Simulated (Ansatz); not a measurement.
**Pd: biaxial strain +1.67 %, plane normal [111], relaxed out of plane**

Start from Pd in the fcc (Cu type) structure (space group Fm-3m, No. 225; a = 3.878 Å; relaxed with 0.1 eV smearing). Axes: x, y, z lie along the cube axes.

Modification: biaxial strain +1.67 %, plane normal [111], relaxed out of plane (Cartesian); in-plane vectors clamped, the third vector and the atoms free.

All numbers come from PBEsol (Ansatz, a first-principles code; PAW; 420 eV plane waves; no SOC). Γ-centred 29×29×29 mesh, Fermi–Dirac width 0.1 eV.

The volume per atom rises by 0.267 Å³, from 14.58 Å³ to 14.84 Å³ and the space group goes from Fm-3m (No. 225) to R-3m (No. 166). The shortest interatomic distance drops by 1.2 pm, from 274.2 pm to 273.0 pm and the energy goes up by 7.8 meV/atom. The pressure (mean of the normal stresses, compression positive) goes from zero to -3.3 GPa and the band gap stays zero. The out-of-plane strain amounts to -1.49 % and the ratio −ε⊥/ε∥ comes out as 0.89. The mean in-plane stress (compression positive) comes out as -5.0 GPa.

Final structure (turned so that z lies along the plane normal):

```
CELL_PARAMETERS angstrom
      2.78774     0.00000     0.00000
      1.39387     2.41425     0.00000
      1.39387    -0.80475     2.20547
ATOMIC_POSITIONS crystal
  Pd 0.00000 0.00000 0.00000
```

Cost of the whole job for the changed cell (relaxation, final SCF and bands): very roughly 2.2 core-minutes.

Whether these cells are dynamically stable was not tested. The final runs are not spin-polarised.
